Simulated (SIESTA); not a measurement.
SIESTA run on Y3Mg (P1, 4 atoms in the cell): self-consistent single point.

Level of theory: LDA PW92, numerical atomic orbitals DZP, PseudoDojo LDA standard norm-conserving potentials (rewritten from UPF to PSML) (SIESTA).

```xyz
4
Lattice="3.5364 0.0000 0.0000 -1.7682 3.0626 0.0000 0.0000 0.0000 11.4713" Properties=species:S:1:pos:R:3 pbc="T T T"
Y      0.0037     0.0014     5.7161
Y      0.0159     2.0304     2.8416
Y     -0.0154     2.0663     8.6242
Mg    -0.0042    -0.0146     0.0251
```

Reference input (self-consistent single point, DFT, GGA PBEsol, numerical atomic orbitals DZP, PseudoDojo PBEsol standard norm-conserving potentials (rewritten from UPF to PSML)): XC.functional = GGA; XC.authors = PBEsol; potentials = PseudoDojo PBEsol standard; PAO.BasisSize = DZP; PAO.EnergyShift = 0.01 Ry; MeshCutoff = 300 Ry; kgrid.MonkhorstPack = 6 6 2; OccupationFunction = FD; ElectronicTemperature = 1160.45 K; MaxSCFIterations = 150; SCF.Mixer.Method = Broyden; SCF.Mixer.Weight = 0.25. This run's input differs from it in these lines:

```diff
@@ -1,2 +1,2 @@
-# files in the folder: Y.psml Mg.psml (PseudoDojo PBEsol standard)
+# files in the folder: Y.psml Mg.psml (PseudoDojo LDA standard)
 SystemName  Y3Mg
@@ -24,4 +24,4 @@
 
-XC.functional                GGA
-XC.authors                   PBEsol
+XC.functional                LDA
+XC.authors                   PW92
 PAO.BasisSize                DZP
```

Log, with long lists cut:

```
        iscf     Eharris(eV)        E_KS(eV)     FreeEng(eV)     dDmax    Ef(eV) dHmax(eV)
   scf:    1    -4918.279572    -4939.275781    -4939.436381  1.706562 -4.167422 14.493788
   scf:    2    -4734.598528    -4885.249588    -4885.399180  1.119115 -4.028072 38.872930
   scf:    3    -4948.501172    -4943.724181    -4943.914512  0.889574 -4.134059  6.081378
   scf:    4    -4944.926655    -4945.103157    -4945.292077  0.051216 -4.145802  2.773487
   scf:    5    -4943.440351    -4944.798846    -4944.975561  0.089480 -4.278851  3.721839
   [... 12 lines left out ...]
   scf:   18    -4945.352990    -4945.353018    -4945.540774  0.000118 -4.294379  0.005022
   scf:   19    -4945.353054    -4945.353037    -4945.540775  0.000084 -4.294423  0.001678
   scf:   20    -4945.353026    -4945.353032    -4945.540775  0.000026 -4.294426  0.000540
   scf:   21    -4945.353035    -4945.353033    -4945.540775  0.000008 -4.294437  0.000208
SCF Convergence by DM+H criterion
max |DM_out - DM_in|         :     0.0000076440
max |H_out - H_in|      (eV) :     0.0002076024
SCF cycle converged after 21 iterations

Using DM_out to compute the final energy and forces

siesta: E_KS(eV) =            -4945.3530

siesta: E_KS - E_eggbox =     -4945.3530

siesta: Atomic forces (eV/Ang):
     1   -0.004341    0.004167    0.056997
     2   -0.011296    0.003970    0.143510
     3    0.012245   -0.021101   -0.131535
     4    0.003775    0.013037   -0.069010
   Tot    0.000383    0.000073   -0.000038
   Max    0.143510
   Res    0.062495    sqrt( Sum f_i^2 / 3N )
   Max    0.143510    constrained

Stress tensor Voigt[x,y,z,yz,xz,xy] (kbar):       39.65       40.86       44.60        0.55       -0.46       -0.04
(Free)E + p*V (eV/cell)    -4948.7746
   [... lines left out ...]
siesta: FreeEng =     -4945.540775
   [... lines left out ...]
siesta:     0.024746   -0.000023   -0.000288
siesta:    -0.000023    0.025503    0.000340
siesta:    -0.000288    0.000340    0.027836

siesta: Cell volume =        124.243196 Ang**3

siesta: Pressure (static):
siesta:                Solid            Molecule  Units
siesta:          -0.00028348         -0.00027067  Ry/Bohr**3
siesta:          -0.02602813         -0.02485149  eV/Ang**3
siesta:         -41.70165456        -39.81647557  kBar
```

The run converged in 21 iterations. Against the reference run the pressure goes from -2.53 to -4.17 GPa and the largest force goes from 0.130 to 0.144 eV/Å.

The starting cell comes from a database of computed structures (which also holds hypothetical and non-ambient phases and stackings), without a prior relaxation at this level. Its atoms were displaced at random from the sites of space group no. 187. Values carry the incompleteness of an atom-centred basis. With a pressure of about -4 GPa the cell is away from its equilibrium volume at this level.

Cost on one core of a shared machine: roughly 40 s.
